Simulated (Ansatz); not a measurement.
Base system: TiB₂ (space group P6/mmm, No. 191; a = 3.032 Å, c = 3.224 Å).

Computed with DFT with PBE, PAW potentials and a 420 eV plane-wave cutoff in Ansatz (a quantum-chemistry and plane-wave program), without spin-orbit coupling.

For the base:

Shortest interatomic distance: 1.751 Å

Modification: a hydrostatic pressure of 2.1 GPa.

Task: Estimate the effect on the shortest interatomic distance.

Result: The shortest interatomic distance drops by 0.0042 Å, from 1.751 Å to 1.746 Å.

Load acts through the strain it causes; cell and atoms are relaxed under it. Stability against distortions was not tested. The final runs are not spin-polarised.
